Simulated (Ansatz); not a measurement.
Structures of equal composition on the (0001) surface of hcp Ti: one row in 4 of the top plane missing; p(2x2), one Ti site of the top plane empty. The slabs share one bottom face, and each structure is named by its start. These are constructed structures in small cells; real faces may alloy, dewet or reconstruct in larger ones, and not all known structures of the face are among them. Slabs of about 12 Å with all that they carry, Fermi-Dirac smearing of 0.1 eV. Bottom of the slabs: a bare face, its two planes held. Relaxed from the named starts with such symmetry as they have, on meshes of like density; energies extrapolated to zero smearing; no spin-orbit coupling, no U. Spin-polarised runs, if any, are marked in brackets, and their order is one that fits the cell; the others ran without spin. The cells differ, so small differences also carry the error of unlike k-meshes.

All values below come from PBE (plane waves to 420 eV, PAW; Ansatz, a quantum-chemistry and plane-wave program).

**Question.** Order them by energy per 1x1 cell (lowest first) at the level PBE.

**Answer.** one row in 4 of the top plane missing (0.00 eV (1 Ti–Ti bonds formed)), p(2x2), one Ti site of the top plane empty (0.13 eV)
